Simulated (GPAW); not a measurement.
# GPAW run on SrGe2Rh2 (I4/mmm, 5 atoms in the cell): self-consistent single point

Computed with PBEsol, GPAW PAW datasets PBEsol (made by gpaw-setup) (plane waves; GPAW).

Input:

```python
from ase import Atoms
from ase.units import GPa
from gpaw import GPAW

atoms = Atoms(['Sr', 'Ge', 'Ge', 'Rh', 'Rh'],
              cell=[[-2.099185, 2.099185, 5.420205],
                    [2.099185, -2.099185, 5.420205],
                    [2.099185, 2.099185, -5.420205]],
              scaled_positions=[[0.000000, 0.000000, 0.000000],
                                [0.633670, 0.633670, 0.000000],
                                [0.366330, 0.366330, 0.000000],
                                [0.250000, 0.750000, 0.500000],
                                [0.750000, 0.250000, 0.500000]],
              pbc=True)

calc = GPAW(mode={'name': 'pw', 'ecut': 550},
            xc='PBEsol',
            kpts=(7, 7, 7),
            occupations={'name': 'methfessel-paxton', 'width': 0.05, 'order': 0},
            nbands=-13,
            symmetry={'symmorphic': False, 'tolerance': 0.0005},
            maxiter=100)

atoms.calc = calc

energy = atoms.get_potential_energy()
print('Energy (eV):', round(energy, 6))
forces = atoms.get_forces()
print('Forces (eV/Ang):')
print(forces.round(5))
stress = atoms.get_stress()
print('Stress (GPa, Voigt):', (stress / GPa).round(4))
```

Output, abridged:

```
Input parameters:
  kpts: [7 7 7]
  maxiter: 100
  mode: {ecut: 550,
         name: pw}
  nbands: -13
  occupations: {name: methfessel-paxton,
                order: 0,
                width: 0.05}
  symmetry: {symmorphic: False,
             tolerance: 0.0005}
  xc: PBEsol

species:
  Sr:
    name: Strontium
    Z: 38.0
    valence: 10
    core: 28
    charge: 0.0
    file: Sr.PBEsol.gz

    # Using partial waves for Sr as LCAO basis

  Ge:
    name: Germanium
    Z: 32.0
    valence: 4
    core: 28
    charge: 0.0
    file: Ge.PBEsol.gz

    # Using partial waves for Ge as LCAO basis

  Rh:
    name: Rhodium
    Z: 45.0
    valence: 15
    core: 30
    charge: 0.0
    file: Rh.PBEsol.gz

    # Using partial waves for Rh as LCAO basis

Reference energy: -460695.428414  # eV

Spin-paired calculation

Convergence criteria:
 Maximum [total energy] change in last 3 cyles: 0.0005 eV / valence electron
 Maximum integral of absolute [dens]ity change: 0.0001 electrons / valence electron
 Maximum integral of absolute [eigenst]ate change: 4e-08 eV^2 / valence electron
 Maximum number of scf [iter]ations: 100

Symmetries present (total): 16
Symmetries with fractional translations: 0
343 k-points: 7 x 7 x 7 Monkhorst-Pack grid
40 k-points in the irreducible part of the Brillouin zone
       k-points in crystal coordinates                weights
   0:     0.00000000    0.00000000    0.00000000          1/343
   1:     0.14285714   -0.14285714    0.00000000          4/343
   2:     0.14285714   -0.14285714    0.14285714          4/343
   [... 7 lines left out ...]
          ...
  39:     0.42857143    0.42857143    0.42857143          8/343

Wave functions: Plane wave expansion
  Cutoff energy: 550.000 eV
  Number of coefficients (min, max): 2769, 2824
  Pulay-stress correction: 0.000000 eV/Ang^3 (de/decut=0.000000)

Occupation numbers: Methfessel-Paxton:
  width: 0.0500  # eV
  order: 0

Eigensolver

Densities:
  Coarse grid: 35*35*35 grid
  Fine grid: 70*70*70 grid
  Total Charge: 0.000000

Density mixing:
  Method: separate
  Backend: pulay
  Linear mixing parameter: 0.05
  old densities: 5
  Damping of long wavelength oscillations: 50

Hamiltonian:
  XC and Coulomb potentials evaluated on a 70*70*70 grid
  External potential:
    NoExternalPotential

XC parameters: PBEsol with 2 nearest neighbor stencil

Number of atoms: 5
Number of atomic orbitals: 37
Number of bands in calculation: 37
Number of valence electrons: 48
Bands to converge: occupied

Density initialized from atomic densities
  37 bands from LCAO basis set

Atomic positions and initial magnetic moments

Positions:
   0 Sr     0.000000    0.000000    0.000000    ( 0.0000,  0.0000,  0.0000)
   1 Ge    -0.000000    0.000000    6.869243    ( 0.0000,  0.0000,  0.0000)
   2 Ge     0.000000   -0.000000    3.971167    ( 0.0000,  0.0000,  0.0000)
   3 Rh     2.099185    0.000000    2.710103    ( 0.0000,  0.0000,  0.0000)
   4 Rh     0.000000    2.099185    2.710103    ( 0.0000,  0.0000,  0.0000)

Unit cell:
           periodic     x           y           z      points  spacing
  1. axis:    yes   -2.099185    2.099185    5.420205    35     0.1119
  2. axis:    yes    2.099185   -2.099185    5.420205    35     0.1119
  3. axis:    yes    2.099185    2.099185   -5.420205    35     0.0848

  Lengths:   6.179950   6.179950   6.179950
  Angles:  140.285642 140.285642  57.419848

Effective grid spacing dv^(1/3) = 0.1306

     iter     time        total  log10-change:
                         energy   eigst   dens
iter:   1 --:--:--   -33.079436
iter:   2 --:--:--   -32.883890   -1.12  -1.30
iter:   3 --:--:--   -32.369674   -1.28  -1.33
iter:   4 --:--:--   -32.212667   -2.20  -1.52
iter:   5 --:--:--   -32.101397   -2.08  -1.54
iter:   6 --:--:--   -32.170990   -2.27  -2.00
iter:   7 --:--:--   -32.071244   -2.52  -1.97
iter:   8 --:--:--   -32.071452   -3.95  -2.72
iter:   9 --:--:--   -32.070085c  -4.12  -2.77
iter:  10 --:--:--   -32.069633c  -4.20  -3.04
iter:  11 --:--:--   -32.069657c  -5.38  -3.41
iter:  12 --:--:--   -32.069641c  -5.76  -3.36
iter:  13 --:--:--   -32.069636c  -6.21  -3.47
iter:  14 --:--:--   -32.069629c  -6.09  -3.51
iter:  15 --:--:--   -32.069626c  -6.22  -3.60
iter:  16 --:--:--   -32.069624c  -7.07  -3.76
iter:  17 --:--:--   -32.069612c  -6.57  -3.80
iter:  18 --:--:--   -32.069613c  -7.49c -4.56c

Converged after 18 iterations.

Dipole moment: (0.000000, -0.000000, -0.000000) |e|*Ang

Energy contributions relative to reference atoms: (reference = -460695.428414)

Kinetic:        +23.269067
Potential:      -22.056062
External:        +0.000000
XC:             -32.808964
Entropy (-ST):   -0.002452
Local:           -0.472427
SIC:             +0.000000
--------------------------
Free energy:    -32.070839
Extrapolated:   -32.069613

Showing only first 2 kpts
 Kpt  Band  Eigenvalues  Occupancy
  0    22      8.12355    2.00000
  0    23      8.12355    2.00000
  0    24      8.33540    2.00000
  0    25      9.44325    0.00000

  1    22      7.19474    2.00000
  1    23      7.92872    2.00000
  1    24      8.96164    0.00000
  1    25      9.08366    0.00000

Fermi level: 8.54467

No gap
No difference between direct/indirect transitions
Energy (eV): -32.069613

Forces in eV/Ang:
  0 Sr   -0.00000   -0.00000    0.00000
  1 Ge    0.00000    0.00000   -0.10061
  2 Ge    0.00000    0.00000    0.10061
  3 Rh    0.00000   -0.00000    0.00000
  4 Rh    0.00000    0.00000    0.00000

Stress tensor:
     0.010888     0.000000     0.000000
     0.000000     0.010888     0.000000
     0.000000     0.000000     0.010885
Stress (GPa, Voigt): [1.7445 1.7445 1.744  0.     0.     0.    ]
```

The run converged in 18 iterations. GPAW prints stress with tension positive.

The starting cell comes from a database of computed structures (which also holds hypothetical and non-ambient phases and stackings), without a prior relaxation at this level. Spin polarisation is off.

Cost on one core of a shared machine: roughly 2 min.
